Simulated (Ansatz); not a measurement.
**Converging the plane-wave cutoff: Au (Fm-3m, 1 atom in the cell)**

```yaml
crystal:
  lattice:
    - [0.00000, 2.03388, 2.03388]
    - [2.03388, 0.00000, 2.03388]
    - [2.03388, 2.03388, 0.00000]
  atoms:
    - { symbol: Au, position: [0.00000, 0.00000, 0.00000] }
```

Method: PBEsol, default PAW files made with PBE (plane waves; Ansatz, a first-principles code).

Base settings: basis.ecutwfc = 420 eV; kpoints.mp_grid.grid = 14 14 14; hamiltonian.xc = pbesol; hamiltonian.pseudopotentials = {kind: paw} (the program's default PAW files); scf.occupations.method = fermi_dirac; scf.occupations.width = 0.1 eV.

The second cell is the first with its lattice scaled by 0.98.

The mesh stays at the base's, so the ladder's end is converged at best in this setting alone.

The first pressure column holds Ansatz's estimate of the finite-basis (Pulay) stress, which hides part of the cutoff error; the other is without it.

Only quantities that move along the ladder and can be compared are tabulated.

The count of work is k-points × plane waves × bands × iterations; it is no time. 

The starting cell has typed, rounded lattice constants, without a prior relaxation at this level. Its lattice was rescaled by up to half a per cent.

Steps (basis.ecutwfc): 145 eV; 170 eV; 190 eV; 210 eV; 230 eV; 250 eV; 295 eV; 335 eV; 380 eV; 420 eV; 460 eV; 505 eV; 565 eV; 630 eV; 735 eV; 840 eV; 1010 eV.

Question: What is the coarsest basis.ecutwfc that holds the pressure within 0.05 GPa of the last step, with all finer ones?

Answer: 380 eV, at 0.23 of the last step's count of work; the step before is off by 0.14 GPa.

Question: What is the coarsest basis.ecutwfc that holds the free energy within 1 meV/atom of the last step, with all finer ones?

Answer: 460 eV, at 0.27 of the last step's count of work; the step before is off by 1.3 meV/atom.

Question: What is the coarsest basis.ecutwfc that holds the energy of the compressed cell less the first within 2 meV/atom of the last step, with all finer ones?

Answer: 295 eV, at 0.15 of the last step's count of work; the step before is off by 13 meV/atom.

```tsv
basis.ecutwfc	free energy less the last step's (meV/atom)	energy of the compressed cell less the first (meV/atom)	pressure (GPa)	pressure without the Pulay estimate (GPa)	count of work / last
145 eV	58853.00	0.40	-38.94	-1770.52	0.055
170 eV	26911.87	-231.75	-59.89	-983.97	0.061
190 eV	13968.00	-57.68	-3.54	-586.97	0.11
210 eV	6717.51	99.07	16.51	-326.84	0.11
230 eV	2967.52	167.44	16.06	-169.72	0.11
250 eV	1250.39	64.44	4.05	-83.65	0.14
295 eV	140.11	50.52	1.69	-12.03	0.15
335 eV	15.44	50.58	1.89	0.02	0.21
380 eV	2.10	51.67	2.06	1.96	0.23
420 eV	1.29	51.60	2.04	2.00	0.27
460 eV	0.63	51.53	2.03	2.00	0.27
505 eV	0.34	51.50	2.03	2.02	0.33
565 eV	0.23	51.50	2.03	2.03	0.43
630 eV	0.14	51.49	2.03	2.03	0.49
735 eV	0.07	51.49	2.03	2.03	0.60
840 eV	0.03	51.49	2.03	2.03	0.76
1010 eV	0.00	51.49	2.03	2.03	1.0
```

The energy difference between the two cells stays within 1 meV/atom of the last step's from 295 eV on, the total only from 460 eV on: much of the error is common to both cells and cancels.

Two neighbours can agree and both be off: 295 eV and 335 eV differ by 0.06 meV/atom in the energy of the compressed cell less the first, yet lie about 0.90 meV/atom from the last step.

At the lowest cutoff the pressure without the Pulay estimate lies 1770 GPa under the last step's, the usual sign of Pulay stress in an incomplete plane-wave basis.

Keys are those of Ansatz 0.2.
